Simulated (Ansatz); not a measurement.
Rock-salt NaH, treated with r²SCAN in Ansatz (plane waves, PAW).

Numerical settings: plane-wave cutoff 560 eV, 12×12×12 k mesh, Fermi–Dirac smearing 0.01 eV, scalar-relativistic PAW data made under PBE.

Equation-of-state points:

| V (Å³/atom) | E − E_lowest (meV/atom) | P (GPa) |
|---|---|---|
| 12.953 | 4.13 | 1.689 |
| 13.229 | 1.77 | 1.069 |
| 13.504 | 0.42 | 0.506 |
| 13.780 | 0.00 | -0.005 |
| 14.056 | 0.42 | -0.470 |
| 14.331 | 1.59 | -0.893 |
| 14.607 | 3.46 | -1.278 |

**Question.** Estimate the bulk modulus from the pressures at 13.504 and 14.056 Å³/atom, and compare it with a fit to all energies.

**Answer.** B = −V dP/dV. Between V = 13.504 and 14.056 Å³/atom, dP/dV = (-0.470 − (0.506))/(14.056 − 13.504) = -1.77 GPa per Å³/atom; at the midpoint 13.780 Å³/atom this gives B ≈ 24.4 GPa. The third-order Birch–Murnaghan fit gives V0 = 13.777 Å³/atom, B0 = 24.4 GPa, B′ = 3.8, which lies within 1 % of that estimate.

Measured, for comparison: bulk modulus 19.4 ± 2 GPa (room temperature, no zero-point or thermal correction; as tabulated in High-pressure studies of NaH to 54 GPa); equilibrium volume per atom 14.46 Å³/atom (room temperature, no zero-point or thermal correction; as tabulated in Thermodynamic Modeling of Hydrogen Storage Capacity in Mg-Na Alloys). Computed (rounded) less measured: bulk modulus +26 % (against room or unstated temperature, where such soft solids are markedly softer), equilibrium volume per atom -4.7 %.

The computed numbers hold no vibrational or temperature effects.

Ansatz is a quantum-chemistry and plane-wave program.
